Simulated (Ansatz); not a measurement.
Band structure of Zr4Al3 (P6/mmm, 7 atoms in the cell).

```xyz
7
Lattice="5.4691 0.0000 0.0000 -2.7345 4.7364 0.0000 0.0000 0.0000 5.4291" Properties=species:S:1:pos:R:3 pbc="T T T"
Zr     0.0000     0.0000     1.4134
Zr     0.0000     0.0000     4.0157
Zr     0.0000     3.1576     2.7146
Zr     2.7345     1.5788     2.7146
Al    -1.3673     2.3682     0.0000
Al     2.7345     0.0000     0.0000
Al     1.3673     2.3682     0.0000
```

Computed with LDA (PW92), PAW files made with PBE (plane waves; Ansatz, a quantum-chemistry and plane-wave program).

Settings: basis.ecutwfc = 420 eV; kpoints.mp_grid.grid = 5 5 4; hamiltonian.xc = lda; hamiltonian.pseudopotentials = {kind: paw} (an earlier, softer set of the program's PAW files); scf.occupations.method = fermi_dirac; scf.occupations.width = 0.1 eV; kpoints.band_path.npoints = 8.

The starting cell comes from a database of computed structures (which also holds hypothetical and non-ambient phases and stackings), without a prior relaxation at this level. Its lattice was rescaled by a random factor within 2.5 % of one.

Levels in eV from the Fermi level, bands 26 to 33:
```csv
point,26,27,28,29,30,31,32,33
Γ,-1.57,-1.47,-1.02,-1.02,1.27,1.27,1.55,1.55
M,-0.87,-0.82,-0.81,-0.07,0.58,0.60,0.93,1.00
K,-0.82,-0.80,-0.80,-0.31,-0.31,1.10,1.10,2.08
A,-0.86,-0.72,-0.72,0.51,1.22,1.59,1.59,1.96
L,-0.54,0.18,0.23,0.23,0.44,0.57,0.95,1.35
H,-0.38,-0.30,-0.03,-0.03,0.12,0.90,0.90,1.88
```

Bands cross the Fermi level along this path, so the cell is metallic at this level.

Keys are those of Ansatz 0.2.
